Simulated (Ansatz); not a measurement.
Results of RPBE in Ansatz (plane waves, PAW) for L1₀ (CuAu-type) CuAu.

Numerical settings: plane-wave cutoff 520 eV, 20×20×16 k mesh (along the axes of the cell as run), Fermi–Dirac smearing 0.05 eV, no spin polarisation, scalar-relativistic PAW data made under PBE.

Properties against volume:

Shape and atoms are relaxed at each volume.

```csv
V (Å³/atom),P (GPa),c (Å),a (Å)
14.862,5.61,3.641,2.857
15.172,2.62,3.673,2.874
15.481,0.00,3.705,2.891
15.791,-2.30,3.737,2.907
16.100,-4.31,3.766,2.924
```

Note: the bulk modulus comes from volumes at which shape and atoms were relaxed.

Ansatz is an electronic-structure program.
